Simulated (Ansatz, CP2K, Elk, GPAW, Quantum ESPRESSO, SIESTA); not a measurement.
**Code comparison for SrCd (Pm-3m, 2 atoms in the cell)**

Self-consistent single point, at a second geometry (lattice scaled by 0.98). First geometry:

```xyz
2
Lattice="4.0667 0.0000 0.0000 0.0000 4.0667 0.0000 0.0000 0.0000 4.0667" Properties=species:S:1:pos:R:3 pbc="T T T"
Sr     2.0334     2.0334     2.0334
Cd     0.0000     0.0000     0.0000
```

Shared settings, as Ansatz (a first-principles code) writes them: kpoints.mp_grid.grid = 11 11 11; scf.occupations.method = fermi_dirac; scf.occupations.width = 0.1 eV. Potentials and cutoffs stand in the table.

```json
[
 {"code": "CP2K", "model": "PBEsol, GPW, DZVP-MOLOPT-SR-GTH basis, GTH-PBE potentials (GTH_POTENTIALS)", "ΔF from the first geometry (meV/atom)": "-6.3", "pressure (GPa)": "0.27", "cutoff": "grid 500 Ry"},
 {"code": "Quantum ESPRESSO", "model": "PBEsol, GBRV 1.5 ultrasoft (PBESOL) pseudopotentials", "ΔF from the first geometry (meV/atom)": "-10.6", "pressure (GPa)": "-0.27", "cutoff": "40 Ry"},
 {"code": "SIESTA", "model": "GGA PBEsol, numerical atomic orbitals DZP, PseudoDojo PBEsol standard norm-conserving potentials (rewritten from UPF to PSML)", "ΔF from the first geometry (meV/atom)": "15.5", "pressure (GPa)": "2.33", "cutoff": "grid 400 Ry"},
 {"code": "Elk", "model": "PBEsol, all-electron FP-LAPW, Elk's shipped species files, APW+lo basis with extra local orbitals", "ΔF from the first geometry (meV/atom)": "-10.3", "pressure (GPa)": "–", "cutoff": "rgkmax 7.5"},
 {"code": "Ansatz", "model": "PBEsol, PAW files made with PBE", "ΔF from the first geometry (meV/atom)": "-10.6", "pressure (GPa)": "-0.10", "cutoff": "default"},
 {"code": "GPAW", "model": "PBEsol, GPAW PAW datasets PBEsol (made by gpaw-setup)", "ΔF from the first geometry (meV/atom)": "-10.0", "pressure (GPa)": "-0.11", "cutoff": "550 eV"}
]
```

A dash marks a value that a program does not give, or that is left out as unsure.

The spread over the programs that give each value: ΔF from the first geometry within 26.1 meV/atom; pressure within 2.60 GPa.

CP2K and SIESTA use small atom-centred bases, whose incompleteness enters pressures, forces and empty levels differently from a plane-wave cutoff. Elk treats all electrons, but the usual bases taken here (sphere radii, linearisation, local orbitals, empty states) were not tested for convergence, so the values are no reference for the others. Ansatz's pressure is given at a fixed set of plane waves, as the other plane-wave codes print theirs. In the pressure, SIESTA (by 2.43) lies more than 1 GPa from the median of the plane-wave programs.

The starting cell comes from a database of computed structures (which also holds hypothetical and non-ambient phases and stackings), without a prior relaxation at this level. Its lattice was rescaled by a random factor within 2.5 % of one. For this run, on top of that: lattice scaled by 0.98.

Left out of this page: FLEUR (with a known weakness of the program).

Keys are those of Ansatz 0.2.
